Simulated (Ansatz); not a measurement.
Input:

```yaml
crystal:
  lattice:
    - [5.29761, 0.00000, 0.00000]
    - [0.00000, 5.51448, 0.00000]
    - [0.00000, 0.00000, 4.95736]
  atoms:
    - { symbol: Zr, position: [0.25879, 0.96770, 0.26097] }
    - { symbol: Zr, position: [0.74121, 0.03230, 0.76097] }
    - { symbol: Zr, position: [0.74121, 0.46770, 0.26097] }
    - { symbol: Zr, position: [0.25879, 0.53230, 0.76097] }
    - { symbol: O, position: [0.05180, 0.64152, 0.09946] }
    - { symbol: O, position: [0.94820, 0.35848, 0.59946] }
    - { symbol: O, position: [0.94820, 0.14152, 0.09946] }
    - { symbol: O, position: [0.05180, 0.85848, 0.59946] }
    - { symbol: O, position: [0.51299, 0.80518, 0.99557] }
    - { symbol: O, position: [0.48701, 0.19482, 0.49557] }
    - { symbol: O, position: [0.48701, 0.30518, 0.99557] }
    - { symbol: O, position: [0.51299, 0.69482, 0.49557] }
```

No spin polarisation.

All numbers come from PBEsol in Ansatz (plane waves to 420 eV, PAW, spin-orbit coupling left out), earlier PAW set. Γ-centred 5×5×5 mesh, Fermi–Dirac width 0.05 eV.

**Question.** Predict the in-plane stress and space group.

**Answer.** 
* **Mean in-plane stress (compression positive)**: -13.1 GPa
* **Space group**: Pca2_1 (No. 29)

The cells carry an imposed strain or load. Whether these cells are dynamically stable was not tested. The cell was made from ZrO2 (space group Pca2_1, No. 29) by this change: biaxial strain +4.90 %, plane normal [001], relaxed out of plane. This is not the structure that ZrO2 has at room temperature and ambient pressure.

Ansatz is a program for electronic structure.
